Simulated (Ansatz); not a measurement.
Antifluorite Be2C, treated with HSE06 (PAW; Ansatz, an electronic-structure program).

Run with plane-wave cutoff 460 eV, 10×10×10 k mesh, Fermi–Dirac smearing 0.01 eV, scalar-relativistic PAW data made under PBE.

Response to compression and expansion:

```
V (Å³/atom)  P (GPa)  direct gap at Γ (eV)  smallest gap on the k mesh (eV)
-----------  -------  --------------------  -------------------------------
6.319          12.02                 5.280                            1.953
6.485           5.71                 5.223                            1.936
6.707          -1.67                 5.149                            1.913
6.818          -4.98                 5.112                            1.902
6.984          -9.50                 5.058                            1.885
```

The fundamental gap (1.92 eV at the equilibrium volume, on the SCF mesh) lies elsewhere than Γ–Γ.
